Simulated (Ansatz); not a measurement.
System: fluorite PtAl2. Method: PBEsol-D3(BJ) in Ansatz (PAW).

Numerical settings: plane-wave cutoff 520 eV, 16×16×16 k mesh, Fermi–Dirac smearing 0.05 eV, scalar-relativistic PAW data made under PBE.

Energies at three volumes about the minimum:

```json
[
 {"V (Å³/atom)": "16.291", "E − E_lowest (meV/atom)": "3.19"},
 {"V (Å³/atom)": "16.624", "E − E_lowest (meV/atom)": "0.00"},
 {"V (Å³/atom)": "16.956", "E − E_lowest (meV/atom)": "2.96"}
]
```

### Question
Fit a parabola by hand: where is the minimum, what lattice constant follows, and what is the bulk modulus?

### Answer
Slopes: (0.00 − 3.19)/(16.624 − 16.291) = -9.580 and (2.96 − 0.00)/(16.956 − 16.624) = 8.916 meV/Å³. Curvature E″ = 2 × (8.916 − (-9.580))/(16.956 − 16.291) = 55.627 meV/Å⁶. From the middle of the first interval, the slope vanishes at V0 = 16.4575 − (-9.580)/55.627 = 16.630 Å³/atom. B = V0 E″ = 16.630 × 55.627 meV/Å³ × 0.1602 GPa per meV/Å³ = 148 GPa. With 12 atoms in the cube, a = (12 × 16.630)^(1/3) = 5.844 Å. The full Birch–Murnaghan fit to all volumes gives V0 = 16.624 Å³/atom and B0 = 148 GPa.

Measured, for comparison: lattice constant a 5.91 Å (temperature not stated, copied from a table, unchecked, not corrected to a static lattice; as tabulated in Crystal Structures 1, 239 (1963)).

Ansatz is a program for electronic structure.
